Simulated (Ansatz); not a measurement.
Reference: ZnS (F-43m), r2SCAN, rigid bands (plane waves, PAW, scalar-relativistic; Ansatz, an electronic-structure program); geometry: cell and atoms relaxed with PBEsol.

```
CELL_PARAMETERS angstrom
      0.00000     2.67828     2.67828
      2.67828     0.00000     2.67828
      2.67828     2.67828     0.00000
ATOMIC_POSITIONS crystal
  Zn 0.00000 0.00000 0.00000
  S  0.25000 0.25000 0.25000
```

| Property | Value |
|---|---|
| band gap | 2.78 eV |
| electron conductivity mass | 0.21 mₑ |
| Seebeck coefficient, n-type 1e19 cm⁻³ | -117 μV/K |

### Question
Swap S for Se, keeping the structure type. How do these values move?

### Answer
ZnSe (F-43m): volume per atom 19.2 to 22.3 Å³; band gap falls (2.78 eV to 1.94 eV); electron conductivity mass falls (0.21 mₑ to 0.136 mₑ); Seebeck coefficient, n-type 1e19 cm⁻³ falls in size (-117 μV/K to -83 μV/K).

Moves up to 5 % count as about the same. Masses are for dilute carriers at 300 K, harmonic means over directions unless an axis is named. Seebeck coefficients are for the stated density at 300 K, with one relaxation time for all states and whether or not that doping can be reached. Spin-orbit coupling is left out.
